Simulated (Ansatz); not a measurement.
The reference is MnGe (space group P2_13, No. 198; ferromagnetic; a cell from a computed database, its experimental status unchecked).

```
CELL_PARAMETERS angstrom
      4.67866     0.00000     0.00000
      0.00000     4.67866     0.00000
      0.00000     0.00000     4.67866
ATOMIC_POSITIONS crystal
  Mn 0.63738 0.13738 0.36262
  Mn 0.86262 0.86262 0.86262
  Mn 0.13738 0.36262 0.63738
  Mn 0.36262 0.63738 0.13738
  Ge 0.34325 0.84325 0.65675
  Ge 0.15675 0.15675 0.15675
  Ge 0.84325 0.65675 0.34325
  Ge 0.65675 0.34325 0.84325
```

Level of theory: PBEsol (Ansatz, a quantum-chemistry and plane-wave program), no spin-orbit coupling.

One change was made to it. Results:

```
quantity                base    after
-------------------  -------  -------
lattice parameter a  4.679 Å  4.645 Å
largest site moment  1.90 μB  1.75 μB
```

Question: Which of these changes matches the shifts?
A) pressure 1.5 GPa
B) pressure 3 GPa
C) pressure 0.7 GPa
D) pressure 0.3 GPa

Answer: B, pressure 3 GPa. For comparison, the lattice parameter a in the other runs: pressure 1.5 GPa gives 4.662 Å; pressure 0.3 GPa gives 4.675 Å; pressure 0.7 GPa gives 4.671 Å.

Other magnetic orders, which the real material may have, were not ruled out. Load acts through the strain it causes; cell and atoms are relaxed under it. Stability against distortions was not tested.
